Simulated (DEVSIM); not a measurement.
System: abrupt GaAs p-n junction, at 300 K.

Layer 1 from the left is GaAs, thickness (μm) 27.0, Na (cm⁻³) 6.1e15, τn (s) 4e-8, τp (s) 4e-8. Layer 2 from the left is GaAs, thickness (μm) 100, Nd (cm⁻³) 4.1e15, τn (s) 4e-8, τp (s) 4e-8.

Left contact: ohmic. Right contact: ohmic. Voltage is applied to the left contact. Recombination: SRH at mid-gap, radiative. Mobility is μmin + (μ − μmin)/(1 + (N/Nref)^α).

The device is made up for the run: typed textbook-type constants, with dimensions and the other settings drawn at random. Values at 300 K.

GaAs: gap (eV) 1.424, affinity (eV) 4.07, permittivity 12.9, Nc (cm⁻³) 4.7e17, Nv (cm⁻³) 9e18, μn (cm²/Vs) 8500, μp (cm²/Vs) 400, μn,min 500, μp,min 20, Nref,n 6e16, Nref,p 1.5e17, αn 0.39, αp 0.38, B (cm³/s) 2e-10.

Estimate by hand the built-in potential, the peak field at zero bias, the capacitance at -0.6 V, and compare with a numerical solution.


- Built-in potential: ni = √(Nc Nv) exp(−Eg/2kT) = 2250000 cm⁻³ with Eg = 1.424 eV; Vbi = kT/q ln(Na Nd/ni²) = 1.113 V; numerical 1.113 V.
- Peak field at zero bias: depletion approximation: W = √(2εVbi/(qN)) = 0.804 μm with N = 2.45e15 cm⁻³; field = 2Vbi/W = 27700 V/cm; numerical 27000 V/cm (estimate above by 2.4 %).
- Capacitance at -0.6 V: C = √(qεN / 2(Vbi + |V|)) = 11.4 nF/cm²; numerical 11.6 nF/cm² (estimate below by 1.5 %).

Simulated with DEVSIM: 1D drift-diffusion, Boltzmann statistics, complete ionisation; no tunnelling, impact ionisation, image-force lowering or self-heating.
